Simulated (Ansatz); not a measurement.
Consider ZnO in the wurtzite structure (space group P6_3mc, No. 186).

```yaml
crystal:
  lattice:
    - [3.18693, 0.00000, 0.00000]
    - [-1.59347, 2.75997, 0.00000]
    - [0.00000, 0.00000, 5.15257]
  atoms:
    - { symbol: Zn, position: [0.33333, 0.66667, 0.00179] }
    - { symbol: Zn, position: [0.66667, 0.33333, 0.50179] }
    - { symbol: O, position: [0.33333, 0.66667, 0.38021] }
    - { symbol: O, position: [0.66667, 0.33333, 0.88021] }
```

Cartesian axes are those of the cell as printed.

Calculations: Kohn–Sham DFT with the LDA functional, run in Ansatz (a first-principles code) with PAW and 420 eV plane waves, scalar-relativistic without spin-orbit coupling.

Before the change:

- Volume per atom: 11.33 Å³
- Pressure: 0.00 GPa

One thing is altered: tensile biaxial strain of 1.20 % in the plane normal to [001], as in epitaxy on a mismatched substrate; the out-of-plane cell vector and the atoms relax.

Question: Estimate the effect on the volume per atom and pressure.

Answer: The volume per atom rises by 0.13 Å³ to 11.46 Å³; the pressure (mean of the normal stresses, compression positive) goes from zero to -1.82 GPa.

Stability against distortions was not tested.
